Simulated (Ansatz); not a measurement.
The parent structure is PbSe in the rock salt structure (space group Fm-3m, No. 225).

```
CELL_PARAMETERS angstrom
      0.00000     3.08901     3.08901
      3.08901     0.00000     3.08901
      3.08901     3.08901     0.00000
ATOMIC_POSITIONS crystal
  Pb 0.00000 0.00000 0.00000
  Se 0.50000 0.50000 0.50000
```

The values are results of r2SCAN (Ansatz, a quantum-chemistry and plane-wave program), no SOC, not measurements.

Strains are applied to the cell and any free atomic positions relax.

One change was made to it. Results:

```tsv
quantity	base	after
electron mass	0.19 mₑ along k, 0.14 mₑ across (at L)	0.22 mₑ along k, 0.14 mₑ across (at L)
gap character	direct at L	direct at L
band gap	0.67 eV	0.80 eV
```

**Question.** Name the change that was made.
A. isotropic strain +1.50 %
B. isotropic strain +0.50 %
C. isotropic strain +3.00 %

**Answer.** A, isotropic strain +1.50 %. For comparison, the band gap in the other runs: isotropic strain +3.00 % gives 0.91 eV; isotropic strain +0.50 % gives 0.71 eV.

Spin-orbit coupling, missing from the scalar runs, can matter with Pb. Masses are band curvatures over ±0.01 Å⁻¹ around the edge. Along k means along the line from Γ to the band edge. Whether these cells are dynamically stable was not tested.
